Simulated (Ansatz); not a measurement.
Reference: InAlSb2 (P-4m2), PBEsol, rigid bands (plane waves, PAW, scalar-relativistic; Ansatz, an electronic-structure program); axes and stresses refer to this cell.

```yaml
crystal:
  lattice:
    - [4.48178, 0.00000, 0.00000]
    - [0.00000, 4.48178, 0.00000]
    - [0.00000, 0.00000, 6.31730]
  atoms:
    - { symbol: Al, position: [0.00000, 0.00000, 0.00000] }
    - { symbol: In, position: [0.50000, 0.50000, 0.50000] }
    - { symbol: Sb, position: [0.00000, 0.50000, 0.23341] }
    - { symbol: Sb, position: [0.50000, 0.00000, 0.76659] }
```

- hole conductivity mass: 0.31 mₑ
- hole mass along x: 0.29 mₑ
- band gap: 0.49 eV

Change: spin-orbit coupling switched on. What happens to hole conductivity mass, hole mass along x, band gap?

hole conductivity mass falls to 0.25 mₑ; hole mass along x drops to 0.21 mₑ; band gap falls to 0.28 eV.

Masses are for dilute carriers at 300 K, harmonic means over directions unless an axis is named. Spin-orbit coupling is left out unless a row names it; without it the gap and masses of crystals with these elements can be far off. 

Computed structure with no diffraction record at hand here (it may be known, metastable or hypothetical): InAlSb2 (P-4m2).
